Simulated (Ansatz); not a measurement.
Start from MoS$_{2}$ in the 3R-MoS2 type structure (space group R3m, No. 160; a = 3.1754 Å, c = 18.5860 Å (hexagonal axes); layered, stacked along the Cartesian z axis).

Calculations: r2SCAN+rVV10 (Ansatz, a first-principles code; PAW; 500 eV plane waves; no spin-orbit coupling), earlier PAW set.

For the base:

| Item | Result |
|---|---|
| Band gap | 1.02 eV |
| c/a ratio | 5.853 |
| Density | 4.91 g/cm³ |
| Gap character | indirect, T → k = (0.167, -1/2, -0.167) in the run's primitive reciprocal basis |

One thing is altered: a hydrostatic pressure of 5 GPa.

Question: Estimate the effect on the band gap.

Answer: The band gap shrinks by 0.327 eV (1.02 eV → 0.70 eV).

Question: What does the calculation give for the c/a ratio after the change?

Answer: The c/a ratio drops by 0.278, from 5.853 to 5.575.

Question: Predict the new density.

Answer: The density grows by 0.42 g/cm³, from 4.91 g/cm³ to 5.33 g/cm³.

Question: Estimate the effect on the gap character.

Answer: The gap character becomes indirect, T → Γ–S₀ (56 % along) (base: indirect, T → k = (0.167, -1/2, -0.167) in the run's primitive reciprocal basis).

Load acts through the strain it causes; cell and atoms are relaxed under it. No phonon test of stability was made. Competing high-pressure phases were not computed.
